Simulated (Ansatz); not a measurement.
Consider Si in the diamond structure (space group Fd-3m, No. 227; a = 5.470 Å). Axes: x, y, z lie along the cube axes.

The values are results of DFT with PBE, PAW potentials and a 420 eV plane-wave cutoff in Ansatz (a quantum-chemistry and plane-wave program), without spin-orbit coupling, not measurements.

Perturbation: an isotropic linear strain of −1.00 %; the atoms relax in the strained cell.

Predict the stress tensor and what it implies for the stiffness.

Stress of the strained cell less that of the base (GPa, compression positive):
```
   2.86    0.00    0.00
   0.00    2.86    0.00
   0.00    0.00    2.86
```

Then B = −ΔP/(ΔV/V₀) with ΔV/V₀ = -0.0297 gives secant stiffness values (nonlinear terms included at this strain): B ≈ 96 GPa.

As a check, the harmonic strain energy −½ V₀ Δσ:ε is 5.5 meV/atom; the computed energy rise is 5.3 meV/atom.

Stability against distortions was not tested.
